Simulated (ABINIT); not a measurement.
Troubleshooting ABINIT: a failed run on HfTeSe (P3m1, 3 atoms in the cell). The aim is a self-consistent single point with DFT, LDA (PW92), plane waves, PAW (JTH v2.0 LDA PAW).

Input:

```
# HfTeSe, JTH v2.0 LDA PAW
pp_dirpath "./"
pseudos "Hf.LDA_PW-JTH.xml, Te.LDA_PW-JTH.xml, Se.LDA_PW-JTH.xml"
acell 3*1.0
rprim
         7.4424705575    0.0000000825    0.0000000000
        -3.7212353502    6.4453685284    0.0000000000
         0.0000000000    0.0000000000   12.9717490825
natom 3
ntypat 3
znucl 72 52 34
typat 1 2 3
xcart
         0.0000000000    0.0000000000    0.9817700000
         0.6666666667    0.3333333333    0.2507200000
         0.3333333333    0.6666666667    0.7675200000
ecut 20
pawecutdg 40
pawxcdev 0
occopt 6
tsmear 0.1 eV
nband 17
kptopt 1
ngkpt 7 7 4
nshiftk 1
shiftk 0 0 0
nstep 100
tolvrs 1.0e-10
prtwf 0
prtden 0
```

The program printed (abridged):

```
        | Radius of the compensation sphere around atom   3 is:   2.00657
        | This leads to a (voluminal) overlap ratio of 92.1338 %
    THIS IS DANGEROUS, as PAW formalism assumes non-overlapping compensation densities.
...

--- !ERROR
src_file: m_paw_tools.F90
src_line: 248
mpi_rank: 0
message: |
    Action: 1- decrease cutoff radius of PAW dataset
        OR  2- ajust "pawovlp" input variable to allow overlap (risky)
...

 abinit_abort: decision taken to exit. Check above messages for more info
Abort(13) on node 0 (rank 0 in comm 0): application called MPI_Abort(MPI_COMM_WORLD, 13) - process 0

--- !ERROR
src_file: m_paw_tools.F90
src_line: 233
mpi_rank: 0
message: |
    PAW SPHERES ARE OVERLAPPING!
       There are     3 pairs of overlapping atoms.
       The maximum overlap percentage is obtained for the atoms   1 and   3.
        | Distance between atoms   1 and   3 is  :   0.77554
        | PAW radius of the sphere around atom   1 is:   2.41119
        | PAW radius of the sphere around atom   3 is:   2.21132
        | This leads to a (voluminal) overlap ratio of 84.3929 %
    THIS IS DANGEROUS, as PAW formalism assumes non-overlapping PAW spheres.
...

--- !ERROR
src_file: m_paw_tools.F90
src_line: 233
mpi_rank: 0
message: |
    PAW COMPENSATION DENSITIES ARE OVERLAPPING !
       There are     3 pairs of overlapping atoms.
       The maximum overlap percentage is obtained for the atoms   1 and   3.
        | Distance between atoms   1 and   3 is  :   0.77554
        | Radius of the compensation sphere around atom   1 is:   2.41119
        | Radius of the compensation sphere around atom   3 is:   2.00657
        | This leads to a (voluminal) overlap ratio of 92.1338 %
    THIS IS DANGEROUS, as PAW formalism assumes non-overlapping compensation densities.
...

--- !ERROR
src_file: m_paw_tools.F90
src_line: 248
mpi_rank: 0
message: |
    Action: 1- decrease cutoff radius of PAW dataset
        OR  2- ajust "pawovlp" input variable to allow overlap (risky)
...
```

Question: Read the log: what does the program object to, and what is the fix?

Answer: The fault is this: reduced positions under xcart; here the program stops on it instead of giving results. To fix it, make label and numbers agree, by changing either. The program stopped before any SCF iteration.

The sound input it was made from differs as follows (other fixes are possible):
```diff
-xcart
+xred
```

With that input, the run converged in 15 iterations: free energy E − TS -1863.78 eV; Fermi level (on the code's own zero) -3.52 eV; pressure -6.20 GPa; largest force (vector length) 0.662 eV/Å (DFT, LDA (PW92), plane waves, PAW (JTH v2.0 LDA PAW)).

On the sound input: the starting cell comes from a database of computed structures (which also holds hypothetical and non-ambient phases and stackings), without a prior relaxation at this level. Its lattice was rescaled by a random factor within 2.5 % of one. With a pressure of about -6 GPa the cell is away from its equilibrium volume at this level.
